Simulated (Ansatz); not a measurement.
# Effect of tensor shear ε_yz = +3.58 % on hypothetical cubic perovskite NaZnCl3

Consider NaZnCl₃ in the cubic perovskite structure (space group Pm-3m, No. 221; a = 4.859 Å; a hypothetical phase, not in the database extracts checked). Axes: x, y, z lie along the cube axes.

One thing is altered: tensor shear ε_yz = +3.58 % (engineering shear γ = 0.0716), atoms relaxed at fixed cell.

Calculations: Ansatz (a first-principles code), r2SCAN, PAW, cutoff 500 eV, no spin-orbit coupling. Γ-centred 7×7×7 mesh, Fermi–Dirac width 0.05 eV.

The volume per atom decreases by 0.03 Å³, from 22.94 Å³ to 22.91 Å³ and the space group goes from Pm-3m (No. 221) to Cmmm (No. 65). The shortest interatomic distance stays 2.429 Å and the energy rises by 7.0 meV/atom. The pressure (mean of the normal stresses, compression positive) grows by 0.08 GPa, from 0.01 GPa to 0.09 GPa and the band gap drops by 0.23 eV to 2.11 eV. The gap character comes out as indirect, T → Γ and the smallest direct gap falls by 0.29 eV, from 2.95 eV to 2.66 eV. The stress (xx, yy, zz, yz, xz, xy; compression positive) is (0.01, 0.13, 0.13, -1.38, 0.00, 0.00) GPa.

The cells carry an imposed strain or load. No phonon test of stability was made. Many cubic perovskites are stable only at high temperature; tilts and polar distortions were not tested. k-point labels follow each cell's own Brillouin zone.
